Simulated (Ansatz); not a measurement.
Cost and result by functional for the surface energy of the (110) surface of ceria in its 1x1 cell (cut with top plane Ce + 2 O, bottom plane Ce + 2 O), outermost plane spacing 1.93 Å in the ideal cut, in Ansatz (plane waves, PAW). Single points on the PBE structure, on one kind of machine; costs are rough ratios of the slab run's core time (references not counted) to the cheapest single point. r2SCAN's cost holds its higher cutoff (500 against 420 eV). Differences are taken against HSE06 for comparison alone: no measured value is at hand, so the table doesn't rank accuracy. HSE06 ran on a coarser k-mesh, which lowers its cost and carries part of its shift.

Set-up: 21 atoms, Ce7O14, 11.6 Å thick at the start; mesh 7x5x1; 0.025 eV smearing; dipole correction on; all atoms relaxed; symmetry of the start imposed; no spin, no spin-orbit, no U. These notes are the PBE run's.

| functional | relative cost | surface energy (J/m²) | less HSE06 (J/m²) |
|---|---|---|---|
| RPBE | 1 | 0.80 | -0.38 |
| PBEsol | 1 | 1.16 | -0.02 |
| LDA | 1 | 1.35 | 0.17 |
| r2SCAN | 5 | 1.23 | 0.05 |
| HSE06 | 10 | 1.18 | 0.00 |
| PBE (the relaxed run's value) | – | 1.00 | -0.18 |

The values span 0.54 J/m², while the single points' costs differ by a factor of roughly 10. Differences are of unrounded values.

Ansatz is an electronic-structure program.
